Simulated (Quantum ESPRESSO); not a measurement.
# How far to go with the k-point mesh: Na3BrO (P4mm, 5 atoms in the cell)

```yaml
crystal:
  lattice:
    - [4.51046, 0.00000, 0.00000]
    - [0.00000, 4.51046, 0.00000]
    - [0.00000, 0.00000, 4.51046]
  atoms:
    - { symbol: Na, position: [0.01108, 0.50000, 0.50000] }
    - { symbol: Na, position: [0.50000, 0.00000, 0.50000] }
    - { symbol: Na, position: [0.50000, 0.50000, 0.00000] }
    - { symbol: Br, position: [0.00000, 0.00000, 0.00000] }
    - { symbol: O, position: [0.50000, 0.50000, 0.50000] }
```

Method: PBEsol, GBRV 1.5 ultrasoft (PBESOL) pseudopotentials (plane waves; Quantum ESPRESSO).

Base settings: ecutwfc = 40 Ry; ecutrho = 200 Ry; occupations = smearing; smearing = fermi-dirac; degauss = 0.00147 Ry; K_POINTS = automatic 3 3 3 0 0 0; conv_thr = 1e-09 Ry.

The second cell is the first with its lattice scaled by 0.98.

Only quantities that move along the ladder and can be compared are tabulated.

The count of work is k-points × plane waves × bands × iterations; it is no time. Core times come from one kind of shared machine, to one figure; runs under 30 s give none.

The starting cell comes from a database of computed structures (which also holds hypothetical and non-ambient phases and stackings), without a prior relaxation at this level. Its lattice was rescaled by up to half a per cent. One atom was moved a little off its site on purpose.

```csv
K_POINTS,free energy less the last step's (meV/atom),energy of the compressed cell less the first (meV/atom),pressure (GPa),largest difference of a force vector from the last step's (eV/Å),count of work / last,core time / last (rough)
automatic 1 1 1 0 0 0,765.26,85.25,10.62,0.014,0.0024,–
automatic 2 2 2 0 0 0,24.23,18.89,1.49,0.001,0.015,–
automatic 3 3 3 0 0 0,1.52,16.40,1.15,0.000,0.015,–
automatic 4 4 4 0 0 0,0.16,16.24,1.13,0.000,0.055,0.2
automatic 5 5 5 0 0 0,0.03,16.24,1.13,0.000,0.048,0.1
automatic 6 6 6 0 0 0,0.01,16.24,1.13,0.000,0.11,0.2
automatic 7 7 7 0 0 0,0.00,16.24,1.13,0.000,0.11,0.2
automatic 8 8 8 0 0 0,0.00,16.24,1.13,0.000,0.19,0.3
automatic 9 9 9 0 0 0,0.00,16.24,1.13,0.000,0.20,0.3
automatic 10 10 10 0 0 0,0.00,16.24,1.13,0.000,0.34,0.4
automatic 11 11 11 0 0 0,0.00,16.24,1.13,0.000,0.31,0.6
automatic 12 12 12 0 0 0,0.00,16.24,1.13,0.000,0.48,0.5
automatic 14 14 14 0 0 0,0.00,16.24,1.13,0.000,0.71,1
automatic 16 16 16 0 0 0,0.00,16.24,1.13,0.000,1.0,1
```

Coarsest K_POINTS that holds the energy of the compressed cell less the first within 2 meV/atom of the last step, with all finer ones: automatic 3 3 3 0 0 0, at 0.015 of the last step's count of work; the step before is off by 2.7 meV/atom.

Coarsest K_POINTS that holds the forces within 0.01 eV/Å of the last step, with all finer ones: automatic 2 2 2 0 0 0, at 0.015 of the last step's count of work; the step before is off by 0.014 eV/Å.

Coarsest K_POINTS that holds the pressure within 1 GPa of the last step, with all finer ones: automatic 2 2 2 0 0 0, at 0.015 of the last step's count of work; the step before is off by 9.5 GPa.

The energy difference between the two cells stays within 1 meV/atom of the last step's from automatic 3 3 3 0 0 0 on, the total only from automatic 4 4 4 0 0 0 on: much of the error is common to both cells and cancels.
